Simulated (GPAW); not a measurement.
**Short convergence ladders for the (111) slab of Pt (cut from a parent of space group no. 225; 3 atoms in the cell)**

```yaml
crystal:
  lattice:
    - [2.76354, 0.00000, 0.00000]
    - [1.38177, 2.39330, 0.00000]
    - [0.00000, 0.00000, 18.51281]
  atoms:
    - { symbol: Pt, position: [0.33333, 0.33333, 0.37812] }
    - { symbol: Pt, position: [0.66667, 0.66667, 0.50000] }
    - { symbol: Pt, position: [0.00000, 0.00000, 0.62188] }
```

Base method: PBEsol, GPAW PAW datasets PBEsol (made by gpaw-setup) (plane waves; GPAW 25.7.0).

Base settings: mode = pw; ecut = 600 eV; xc = PBEsol; kpts = 6 6 1; mesh shift (steps) = 0 0 0; occupations.name = methfessel-paxton; occupations.width = 0.1 eV; occupations.order = 0; nbands = -11; convergence.density = 1e-05 e/electron.

The count of work is k-points × plane waves × bands × iterations; it is no time. Core times come from one kind of shared machine, to one figure; runs under 30 s give none.

**The vacuum**

The mesh stays at the base's, so the ladder's end is converged at best in this setting alone.

Only quantities that move along the ladder and can be compared are tabulated.

| vacuum between outermost atoms (Å) | free energy less the last step's (meV/atom) | largest difference of a force vector from the last step's (eV/Å) | count of work / last | core time / last (rough) |
|---|---|---|---|---|
| 3.0 | -284.01 | 1.196 | 0.18 | – |
| 4.0 | -31.25 | 0.221 | 0.26 | 0.3 |
| 5.0 | 2.03 | 0.011 | 0.32 | 0.3 |
| 6.0 | 1.44 | 0.003 | 0.28 | – |
| 7.0 | 0.42 | 0.001 | 0.29 | – |
| 8.0 | 0.11 | 0.001 | 0.35 | – |
| 10.0 | 0.03 | 0.001 | 0.44 | 0.4 |
| 12.0 | 0.02 | 0.000 | 0.54 | 0.4 |
| 14.0 | 0.01 | 0.001 | 0.63 | 0.5 |
| 17.0 | 0.02 | 0.000 | 0.68 | 0.6 |
| 20.0 | 0.01 | 0.000 | 0.80 | 0.5 |
| 25.0 | 0.01 | 0.000 | 1.0 | 0.8 |
| 30.0 | 0.00 | 0.000 | 1.0 | 1 |

Smallest vacuum between outermost atoms (Å) that holds the free energy within 1 meV/atom of the last step, with all finer ones: 7.0, at 0.29 of the last step's count of work; the step before is off by 1.4 meV/atom.

Smallest vacuum between outermost atoms (Å) that holds the forces within 0.01 eV/Å of the last step, with all finer ones: 6.0, at 0.28 of the last step's count of work; the step before is off by 0.011 eV/Å.

**The k-point mesh**

Only quantities that move along the ladder and can be compared are tabulated.

| kpts | free energy less the last step's (meV/atom) | largest difference of a force vector from the last step's (eV/Å) | count of work / last | core time / last (rough) |
|---|---|---|---|---|
| 3 3 1 | 480.18 | 1.524 | 0.028 | – |
| 4 4 1 | -165.03 | 0.538 | 0.035 | 0.06 |
| 5 5 1 | 144.47 | 0.235 | 0.045 | 0.08 |
| 6 6 1 | -29.75 | 0.131 | 0.072 | 0.1 |
| 7 7 1 | -4.84 | 0.141 | 0.073 | 0.07 |
| 9 9 1 | -10.41 | 0.012 | 0.11 | 0.1 |
| 10 10 1 | -1.75 | 0.037 | 0.12 | 0.1 |
| 12 12 1 | -0.06 | 0.012 | 0.17 | 0.2 |
| 14 14 1 | 4.39 | 0.021 | 0.23 | 0.2 |
| 16 16 1 | -0.90 | 0.009 | 0.25 | 0.2 |
| 19 19 1 | 0.57 | 0.000 | 0.41 | 0.4 |
| 22 22 1 | 1.18 | 0.009 | 0.43 | 0.5 |
| 26 26 1 | -0.11 | 0.004 | 0.61 | 0.6 |
| 35 35 1 | 0.00 | 0.000 | 1.0 | 1 |

Coarsest kpts that holds the free energy within 2 meV/atom of the last step, with all finer ones: 16 16 1, at 0.25 of the last step's count of work and about 0.2 of the last step's time; the step before is off by 4.4 meV/atom.

Coarsest kpts that holds the forces within 0.02 eV/Å of the last step, with all finer ones: 16 16 1, at 0.25 of the last step's count of work and about 0.2 of the last step's time; the step before is off by 0.021 eV/Å.

**The plane-wave cutoff**

The mesh stays at the base's, so the ladder's end is converged at best in this setting alone.

Only quantities that move along the ladder and can be compared are tabulated.

```csv
ecut,free energy less the last step's (meV/atom),count of work / last,core time / last (rough)
300 eV,340.65,0.14,–
360 eV,96.61,0.18,–
420 eV,20.58,0.22,–
510 eV,2.33,0.27,–
600 eV,0.57,0.40,0.5
720 eV,0.02,0.58,0.6
900 eV,-0.02,0.59,0.6
1200 eV,0.00,1.0,1
```

Coarsest ecut that holds the free energy within 5 meV/atom of the last step, with all finer ones: 510 eV, at 0.27 of the last step's count of work; the step before is off by 21 meV/atom.

On the base run: the starting cell has typed, rounded lattice constants, without a prior relaxation at this level. The slab is cut from that crystal, and its faces are unrelaxed. Its lattice was rescaled by up to half a per cent. Spin polarisation is off. Without a gap this mesh is coarse (it stands for a supercell whose shortest in-plane vector is 17 Å).
